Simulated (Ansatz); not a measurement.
Band structure of CsMg6Zn (Amm2, 8 atoms in the cell).

```xyz
8
Lattice="5.2262 0.0000 0.0000 0.0000 2.9764 9.1961 0.0000 -2.9764 9.1961" Properties=species:S:1:pos:R:3 pbc="T T T"
Cs     2.6131     0.0000    13.0418
Mg     2.6131     1.4973     7.9806
Mg     2.6131    -1.4973     7.9806
Mg     0.0000     1.5260     9.9809
Mg     0.0000    -1.5260     9.9809
Mg     0.0000     0.0000     7.0448
Mg     0.0000     0.0000    16.3881
Zn     2.6131     0.0000     1.1712
```

Method of the run: LDA (PW92), PAW files made with PBE (plane waves; Ansatz, an electronic-structure program).

Settings: kpoints.mp_grid.grid = 3 3 3; hamiltonian.xc = lda; hamiltonian.pseudopotentials = {kind: paw} (the program's default PAW files); scf.occupations.method = gaussian; scf.occupations.width = 0.1 eV; kpoints.band_path.npoints = 8.

The starting cell comes from a database of computed structures (which also holds hypothetical and non-ambient phases and stackings), without a prior relaxation at this level.

Levels in eV from the Fermi level, bands 38 to 45:
| point | 38 | 39 | 40 | 41 | 42 | 43 | 44 | 45 |
|---|---|---|---|---|---|---|---|---|
| Γ | -1.59 | -1.07 | -0.83 | 0.10 | 0.17 | 0.80 | 1.57 | 1.87 |
| X | -0.47 | -0.41 | -0.09 | 0.20 | 0.27 | 0.75 | 1.17 | 1.52 |
| S | -0.49 | -0.43 | -0.09 | 0.14 | 0.22 | 0.71 | 1.50 | 1.55 |
| R | -2.10 | -1.95 | -1.44 | -0.60 | 0.50 | 0.88 | 1.04 | 2.16 |
| A | -2.13 | -2.00 | -1.36 | -0.59 | 0.68 | 0.81 | 0.95 | 2.25 |
| Z | -0.97 | -0.76 | -0.52 | -0.52 | -0.17 | -0.03 | 1.32 | 1.43 |
| Y | -1.10 | -0.91 | -0.73 | -0.04 | 0.23 | 0.67 | 0.90 | 1.32 |
| X1 | -0.47 | -0.41 | -0.09 | 0.20 | 0.27 | 0.75 | 1.17 | 1.52 |
| A1 | -2.13 | -2.00 | -1.36 | -0.59 | 0.68 | 0.81 | 0.95 | 2.25 |
| T | -0.99 | -0.72 | -0.60 | -0.45 | -0.05 | 0.52 | 1.36 | 1.38 |

Bands cross the Fermi level along this path, so the cell is metallic at this level.

Keys are those of Ansatz 0.2.
